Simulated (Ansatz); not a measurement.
System: TiAs (P6₃/mmc, No. 194). Method: LDA (PAW; Ansatz, a first-principles code).

Numerical settings: plane-wave cutoff 520 eV, 18×18×6 k mesh (along the axes of the cell as run), Fermi–Dirac smearing 0.05 eV, no spin polarisation, scalar-relativistic PAW data made under PBE.

A third-order Birch–Murnaghan fit to the energies gives V0 = 16.324 Å³/atom, B0 = 138 GPa, B′ = 4.2.

```csv
V (Å³/atom),P (GPa)
15.671,?
15.997,?
16.324,0.00
16.650,?
16.977,-4.99
```

**Question.** Estimate the withheld pressures from this fit; the answers are the runs' own values.

**Answer.** 
- 15.671, P (GPa): 6.14
- 15.997, P (GPa): 2.91
- 16.650, P (GPa): -2.62

The formula P = (3/2) B0 (x^(7/3) − x^(5/3)) [1 + (3/4)(B′ − 4)(x^(2/3) − 1)] with x = V0/V meets the computed pressures within 0.01 GPa when these rounded values are put in.

Shape and atoms are relaxed at each volume.

Note: the volume lies 7 % below that of the published cell; the bulk modulus comes from volumes at which shape and atoms were relaxed.

Static lattice: no zero-point or thermal effects.
